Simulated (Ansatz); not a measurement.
Consider the following.

End structure of a constructed model of the (0001) surface of hcp Mg, a pseudomorphic layer of Al in the host's stacking (bottom of the slab: a bare face, its two planes held):

```xyz
7
Lattice="3.1990 0.0000 0.0000 -1.5995 2.7704 0.0000 0.0000 0.0000 31.0000" Properties=species:S:1:pos:R:3 pbc="T T T"
Mg     1.5995     0.9235     8.0142
Mg     0.0000     1.8470    10.6037
Mg     1.5995     0.9235    13.2128
Mg     0.0000     1.8470    15.8002
Mg     1.5995     0.9235    18.3924
Mg     0.0000     1.8470    20.9729
Al     1.5995     0.9235    23.3545
```

Model: 7-atom slab, 15.0 Å thick at the start, 13x13x1 mesh, Fermi-Dirac 0.1 eV, dipole correction, single point; on the structure that PBE left under its start's symmetry; no spin, no spin-orbit, no U. It is one candidate, not shown to be the stable structure of the face.

Task: What is the computed work function of the top face (Ansatz (an electronic-structure program) with r2SCAN, at the PBE geometry)?

Result: 4.28 eV
